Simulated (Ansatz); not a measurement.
Candidates (primitive cells; geometry: cell and atoms relaxed with PBEsol):
A. CsPbCl$_{3}$ (Pm-3m), a = b = c = 5.618 Å, α = β = γ = 90.00°
B. NaI (Fm-3m), a = b = c = 4.5272 Å, α = β = γ = 60.00°
C. BeTe (F-43m), a = b = c = 3.9632 Å, α = β = γ = 60.00°
D. PbF2 (Fm-3m), a = b = c = 4.171 Å, α = β = γ = 60.00°
E. Si (Fd-3m), a = b = c = 3.8423 Å, α = β = γ = 60.00°

Q: Rank these by Seebeck coefficient, p-type 1e19 cm⁻³ (highest first), as PBEsol with spin-orbit coupling, rigid bands (Ansatz, an electronic-structure program) gives it.

A: D (689 μV/K), B (412 μV/K), E (316 μV/K), C (241 μV/K), A (89 μV/K)

Seebeck coefficients are for the stated density at 300 K, with one relaxation time for all states and whether or not that doping can be reached.

CsPbCl3 (Pm-3m): a high-temperature phase held by its symmetry. Formula and space group known from diffraction (Crystallography Open Database), not checked to be the room-temperature form: PbF2 (Fm-3m).
